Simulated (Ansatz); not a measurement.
The parent structure is Cu in the fcc (Cu type) structure (space group Fm-3m, No. 225; a = 3.564 Å). Axes: x, y, z lie along the cube axes.

Computed with DFT with PBEsol, PAW potentials and a 420 eV plane-wave cutoff in Ansatz (a quantum-chemistry and plane-wave program), no spin-orbit coupling.

Strains are applied to the cell and any free atomic positions relax.

One change was made to it. Results:

```tsv
quantity	base	after
energy relative to the base (free energy F)	0 meV/atom	+5.3 meV/atom
pressure (mean of the normal stresses, compression positive)	0.0 GPa	0.3 GPa
shortest interatomic distance	2.520 Å	2.472 Å
```

Problem. What was done to the base?
A) uniaxial strain ε_zz = −0.54 %
B) tensor shear ε_xz = −1.91 %
C) strain tensor (xx, yy, zz, yz, xz, xy) = (−1.34, +0.14, −0.96, −1.06, +0.46, +0.69) %

Solution. B, tensor shear ε_xz = −1.91 %. For comparison, the pressure in the other runs: strain tensor (xx, yy, zz, yz, xz, xy) = (−1.34, +0.14, −0.96, −1.06, +0.46, +0.69) % gives 4.0 GPa; uniaxial strain ε_zz = −0.54 % gives 0.9 GPa.

Without a gap, meshes like the base's 22×22×22 leave anisotropic stresses uncertain by several tenths of a GPa, and small strain energies with them. Stability against distortions was not tested. The final runs are not spin-polarised.
